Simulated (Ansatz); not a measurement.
Worked example: relaxation of cell and atoms of CdPt (P4/mmm, 2 atoms in the cell) in Ansatz (a first-principles code).

Level of theory: PBEsol, default PAW files made with PBE (plane waves; Ansatz).

The change in words: atoms on their sites; basis.ecutwfc: 420 eV → 210 eV; relax: default → cell and atoms. Reference geometry:
```xyz
2
Lattice="2.9765 0.0000 0.0000 0.0000 2.9765 0.0000 0.0000 0.0000 3.8345" Properties=species:S:1:pos:R:3 pbc="T T T"
Cd     0.0000     0.0000     0.0500
Pt     1.4883     1.4883     1.9173
```

Reference input (self-consistent single point, DFT, PBEsol, plane waves, default PAW files made with PBE): basis.ecutwfc = 420 eV; kpoints.mp_grid.grid = 11 11 9; hamiltonian.xc = pbesol; hamiltonian.pseudopotentials = {kind: paw} (the program's default PAW files); scf.occupations.method = fermi_dirac; scf.occupations.width = 0.1 eV. This run's input differs from it in these lines:

Ansatz 0.2 input:
```diff
@@ -7,6 +7,6 @@
   atoms:
-    - { symbol: Cd, position: [0.000000, 0.000000, 0.013039] }
+    - { symbol: Cd, position: [0.000000, 0.000000, 0.000000] }
     - { symbol: Pt, position: [0.500000, 0.500000, 0.500000] }
 basis:
-  ecutwfc: 420.0
+  ecutwfc: 210.0
 kpoints:
@@ -18,2 +18,4 @@
   occupations: { method: fermi_dirac, width: 0.1 }
+relax:
+  cell: {}
 output:
```

The program printed (abridged):

```
   [... SCF lines of the steps left out ...]
relax step   1: F+E_penalty+E_count = -20552.23404100 eV  Δ(F+E_penalty+E_count) = +0.000e0 eV  max|allowed force component| = 2.869e-29 eV/Å  Δτ_max = 0.0000 Å  P = +7.124 GPa  Ω = 33.972 Å³  (8 SCF iters, dr2 threshold 1.00e-7 eV, accepted)
relax step   2: F+E_penalty+E_count = -20540.97753688 eV  Δ(F+E_penalty+E_count) = +1.126e1 eV  max|allowed force component| = 1.893e-29 eV/Å  Δτ_max = 0.0000 Å  P = -192.814 GPa  Ω = 37.582 Å³  energy of the carried Pulay correction = -8.901e0 eV  [...]
   [... lines left out ...]
relax step 119: F+E_penalty+E_count = -20552.29900051 eV  Δ(F+E_penalty+E_count) = -1.566e-2 eV  max|allowed force component| = 0.000e0 eV/Å  Δτ_max = 0.0000 Å  P = +0.021 GPa  Ω = 37.361 Å³  energy of the carried Pulay correction = -7.110e-2 eV  (3 [...]
relax step 120: F+E_penalty+E_count = -20552.36451782 eV  Δ(F+E_penalty+E_count) = -6.552e-2 eV  max|allowed force component| = 4.023e-29 eV/Å  Δτ_max = 0.0000 Å  P = +1.445 GPa  Ω = 37.361 Å³  stress off target by 3.28e0 GPa  SCF on the basis [...]
basis re-selected at this cell: Δ(F+E_penalty+E_count) = -6.552e-2 eV, ΔP = +1.424 GPa vs the last step
   [... lines left out ...]
Free energy (F): -20552.364518 eV
Fermi energy:    17.130403 eV
Error: variable-cell relaxation did not converge after 120 `relax_step` rows, as none of its last 40 fresh-basis SCF(s) at a relaxed cell met both thresholds with a finite energy. The last misses `relax.cell.stress_tol`: largest allowed force component 4.02e-29 eV/Å (`relax.f_tol` 1.00e-2 eV/Å), stress off the target on the free part of the cell 3.28e0 GPa (`relax.cell.stress_tol` 5.00e-2 GPa), F+E_penalty+E_count -20552.36451782 eV. The closest is row 47, whose structure comes with this error. Larger ratio of force or stress to its threshold at each such SCF whose figures are numbers: 170.675, 155.051, 139.427, 113.588, 97.446, 95.975, 87.928, 75.949, 60.812, 57.067, 48.550, [...]
   [... lines left out ...]
to start a new deck from the relaxed geometry:
  cell:  # Å, volume = 36.3659 Å³
    - [3.0585450948530624, -2.098414791232967e-34, 0.0]
    - [-2.098414791232967e-34, 3.0585450948530624, 0.0]
    - [0.0, 0.0, 3.887449406488187]
  atoms:
    - { symbol: Cd, position: [-2.2293487965720232e-36, 1.4377411505128946e-36, 0.0] }
    - { symbol: Pt, position: [0.5, 0.5, 0.5000000000000001] }
```

The relaxation ended unconverged. 

The starting cell comes from a database of computed structures (which also holds hypothetical and non-ambient phases and stackings), without a prior relaxation at this level. Its lattice was rescaled by up to half a per cent. The cutoff lies below the one recommended for these files.

Cost on one core of a shared machine: roughly 2 min.
